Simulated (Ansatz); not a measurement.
**Ansatz (a quantum-chemistry and plane-wave program) run on SnTe (F-43m, 2 atoms in the cell): self-consistent single point**

Method of the run: LDA (PW92), default PAW files made with PBE (plane waves; Ansatz).

Input as run:

Ansatz 0.2 input:
```yaml
# SnTe
crystal:
  lattice:
    - [0.000000, 3.593089, 3.593089]
    - [3.593089, 0.000000, 3.593089]
    - [3.593089, 3.593089, 0.000000]
  atoms:
    - { symbol: Sn, position: [0.000000, 0.000000, 0.000000] }
    - { symbol: Te, position: [0.750000, 0.750000, 0.750000] }
basis:
  ecutwfc: 420.0
kpoints:
  mp_grid: { grid: [6, 6, 6] }
hamiltonian:
  xc: lda
  pseudopotentials: { kind: paw }
scf:
  occupations: { method: gaussian, width: 0.1 }
output:
  forces: true
  eigenvalues: true
  stress: true
```

Log, with long lists cut:

```
WARN ansatz: RAYON_NUM_THREADS=1 ignored (pool sized by the plan → 1); use --threads N
Pseudopotentials: kind: paw
Pseudopotential: Sn, paw, valence charge 14
Pseudopotential: Te, paw, valence charge 16
Crystal: 2 atoms, lattice volume = 92.776 Å³
Basis set: ecut = 420 eV, 1837 PW (Γ)
Bands: 19, of which v1, the nominal top of the filled ones, is band 15 counted from 1 (14 counted from 0)
Symmetry: 24 space group operations
Space group: F-43m (ITA 216), of the structure as read, at distance tolerance 4.5e-5 Å
k-points: 16 of 216 (time reversal used)
PAW frozen core: Sn, regenerated for the run's functional, and the local potential with it
PAW frozen core: Te, regenerated for the run's functional, and the local potential with it
Initial density: superposition of atomic densities (neutral atoms: chi_scale 0, normalization atom), corrected by the library's trained network
Initial wavefunctions: pseudopotential atomic-orbital guess
Eigensolver: davidson
Functional: x = slater, c = lda
SCF iter   1: F=—  HF=-12706.466895 eV  |F-HF|=—  |Δ(HF+E_count)|=         —  Δρ=4.41e-3  dr2=1.30e-2  ethr=1.77e-3  ⟨swp⟩=6.2  Hψ=1594  notcnv=0
all-band conjugate gradients solve this SCF's bands
preconditioner: auto → none
SCF iter   2: F=—  HF=-12706.461053 eV  |F-HF|=—  |Δ(HF+E_count)|=   5.84e-3  Δρ=1.78e-3  dr2=2.64e-3  ethr=4.32e-5  ⟨swp⟩=2.2  Hψ=538  notcnv=0
SCF iter   3: F=—  HF=-12706.460266 eV  |F-HF|=—  |Δ(HF+E_count)|=   7.87e-4  Δρ=8.73e-4  dr2=7.73e-4  ethr=8.80e-6  ⟨swp⟩=2.0  Hψ=544  notcnv=0
SCF iter   4: F=—  HF=-12706.460081 eV  |F-HF|=—  |Δ(HF+E_count)|=   1.85e-4  Δρ=1.09e-4  dr2=1.07e-5  ethr=2.58e-6  ⟨swp⟩=2.8  Hψ=449  notcnv=0
SCF iter   5: F=—  HF=-12706.460090 eV  |F-HF|=—  |Δ(HF+E_count)|=   9.26e-6  Δρ=1.36e-4  dr2=1.09e-5  ethr=3.55e-8  ⟨swp⟩=2.0  Hψ=545  notcnv=0
SCF iter   6: F=-12706.460082 eV  HF=-12706.460082 eV  |F-HF|=7.10e-9  |Δ(HF+E_count)|=   8.40e-6  Δρ=7.65e-6  dr2=3.09e-8  ethr=3.33e-10  ⟨swp⟩=5.5  Hψ=1794  notcnv=0
SCF 1 converged in 6 iterations: F = -12706.460082 eV  dr2 = 3.09e-8
SCF converged after 6 iterations
Free energy (F): -12706.460082 eV
Harris-Foulkes:  -12706.460082 eV  (|F-HF|=7.10e-9)
Internal energy: -12706.458561 eV  (E = F + TS)
E sigma→0 (E₀):  -12706.459321 eV
Entropy (-TS):   -0.001521 eV (-0.761 meV/atom)
Fermi energy:    4.756572 eV
--- Per-component energies (eV) ---
  E_band       = -487.907497
  E_kinetic    = 366.355808
  E_local      = -3014.969020  (includes V_loc(G=0)·N_el)
  E_nonlocal   = -333.452335
  E_hartree    = 1713.697066
  E_xc         = -502.135417
  E_vxc        = -202.094604  (∫ρ·V_xc dr)
  E_paw        = -8500.815979  (= ΣΔE_a)
  E_vpaw       = -731.140739  (= ΣTr[D̂ρ^β])
  E_aug_tail   = -0.000228  (compensation charges beyond the density's cutoff)
  E_ewald      = -2436.242014
  E_core_change = 1.103559  (= ΣΔE_core)
  E_smearing   = -0.001521  (= −TS)
  E_closure    = -0.000000  (closes the sum)
  Σ components = -12706.460082   (vs F -12706.460082, Δ=0.00e0)
--- Forces (eV/Å), atoms counted from 1 ---
  atom   1  Sn     0.00000000    -0.00000000    -0.00000000
  atom   2  Te    -0.00000000     0.00000000    -0.00000000
  max |Σ_I F_I| component: 4.72e-16 eV/Å
--- Stress (GPa, compression-positive) ---
       -1.881238       0.000000      -0.000000
        0.000000      -1.881238       0.000000
       -0.000000       0.000000      -1.881238
  P = ⅓ Tr σ = -1.8812 GPa (-18.812 kbar)
  The stress holds the Pulay correction. Without it, at fixed plane waves, as pw.x and ABINIT print it: P = -1.9007 GPa
--- Band table (eV; the first three rows and the last of 16) ---
  k-point 0: bands = ["-31.7686", "-31.7686", "-31.7686", "-31.7655", "-31.7655", "-16.8707", "-16.8707", "-16.8707", "-16.8594", "-16.8594", "-6.8525", "-0.4756", "2.8826", "2.8826", "2.8826", "5.7902", "5.7902", "5.7902", "8.7005"]
  k-point 1: bands = ["-31.7686", "-31.7685", "-31.7685", "-31.7655", "-31.7655", "-16.8710", "-16.8703", "-16.8703", "-16.8594", "-16.8594", "-6.7355", "-0.9963", "2.7156", "2.7156", "2.9591", "6.0323", "6.0645", "6.0645", "9.5130"]
  k-point 2: bands = ["-31.7686", "-31.7685", "-31.7685", "-31.7655", "-31.7655", "-16.8718", "-16.8695", "-16.8695", "-16.8593", "-16.8593", "-6.4640", "-1.8807", "2.4478", "2.4478", "2.8132", "6.4688", "6.4688", "7.1829", "10.1336"]
  k-point 15: bands = ["-31.7686", "-31.7685", "-31.7684", "-31.7655", "-31.7654", "-16.8737", "-16.8683", "-16.8675", "-16.8600", "-16.8589", "-6.0754", "-2.6422", "1.4435", "1.5125", "4.6443", "5.5927", "7.5808", "8.1210", "10.0606"]
```

The run converged in 6 iterations.

The starting cell comes from a database of computed structures (which also holds hypothetical and non-ambient phases and stackings), without a prior relaxation at this level. Its lattice was rescaled by up to half a per cent. Spin-orbit coupling is off. Ansatz's pressure includes its estimate of the finite-basis (Pulay) stress. A gap is left out here, as mesh or smearing make it unsure.
